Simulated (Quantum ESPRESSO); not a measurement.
Input and output of a self-consistent single point for Cu (I4/mmm, 1 atom in the cell) (Quantum ESPRESSO).

Computed with LDA (PZ), PSlibrary ultrasoft (LDA) pseudopotentials (plane waves; Quantum ESPRESSO).

The change in words: lattice scaled by 0.98; ecutwfc: 55 Ry → 110 Ry; ecutrho: 330 Ry → 660 Ry. Reference geometry:
```
Cu
1.0
    1.45508    -1.45508     1.36632
    1.45508     1.45508     1.36632
   -1.45508    -1.45508     1.36632
Cu
1
Cartesian
  0.00000   0.00000   0.00000
```

Reference input (self-consistent single point, DFT, LDA (PZ), plane waves, PSlibrary ultrasoft (LDA) pseudopotentials): ecutwfc = 55 Ry; ecutrho = 330 Ry; occupations = smearing; smearing = gaussian; degauss = 0.0073499 Ry; potentials = {Cu: Cu.pz-dn-rrkjus_psl.1.0.0.UPF}; K_POINTS = automatic 10 10 10 0 0 0; conv_thr = 1e-11 Ry. This run's input differs from it in these lines:

```diff
@@ -10,8 +10,8 @@
    ibrav = 7,
-   A = 2.91016400,
-   C = 2.73264400,
+   A = 2.85196000,
+   C = 2.67799200,
    nat = 1,
    ntyp = 1,
-   ecutwfc = 55,
-   ecutrho = 330,
+   ecutwfc = 110,
+   ecutrho = 660,
    occupations = 'smearing',
```

Log, with long lists cut:

```
     Self-consistent Calculation

     iteration #  1     ecut=   110.00 Ry     beta= 0.70

     Threshold (ethr) on eigenvalues was too large:
     Diagonalizing with lowered threshold

     total energy              =    -122.30008207 Ry
     estimated scf accuracy    <       0.08113815 Ry

     iteration #  2     ecut=   110.00 Ry     beta= 0.70

     total energy              =    -122.30420251 Ry
     estimated scf accuracy    <       0.27603245 Ry

     iteration #  3     ecut=   110.00 Ry     beta= 0.70

     total energy              =    -122.34815226 Ry
     estimated scf accuracy    <       0.00008881 Ry

   [... 3 blocks of this kind left out ...]

     iteration #  7     ecut=   110.00 Ry     beta= 0.70

     total energy              =    -122.34821333 Ry
     estimated scf accuracy    <          2.1E-10 Ry

     iteration #  8     ecut=   110.00 Ry     beta= 0.70
     End of self-consistent calculation

     Number of k-points >= 100: set verbosity='high' to print the bands.

     the Fermi energy is    13.7213 ev

!    total energy              =    -122.34821333 Ry
     estimated scf accuracy    <          4.3E-13 Ry
     smearing contrib. (-TS)   =      -0.00032567 Ry
     internal energy E=F+TS    =    -122.34788766 Ry

     convergence has been achieved in   8 iterations

     Forces acting on atoms (cartesian axes, Ry/au):

     atom    1 type  1   force =     0.00000000    0.00000000    0.00000000

     Total force =     0.000000     Total SCF correction =     0.000000

          total   stress  (Ry/bohr**3)                   (kbar)     P=        2.69
   0.00004221   0.00000000   0.00000000            6.21        0.00        0.00
   0.00000000   0.00004221   0.00000000            0.00        6.21        0.00
   0.00000000   0.00000000  -0.00002953            0.00        0.00       -4.34

   JOB DONE.
```

The run converged in 8 iterations. Against the reference run the free energy falls by 29.1 meV/atom and the pressure goes from -10.11 to 0.27 GPa.

The starting cell comes from a database of computed structures (which also holds hypothetical and non-ambient phases and stackings), without a prior relaxation at this level. Its lattice was rescaled by up to half a per cent. For this run, on top of that: lattice scaled by 0.98. Spin polarisation is off.
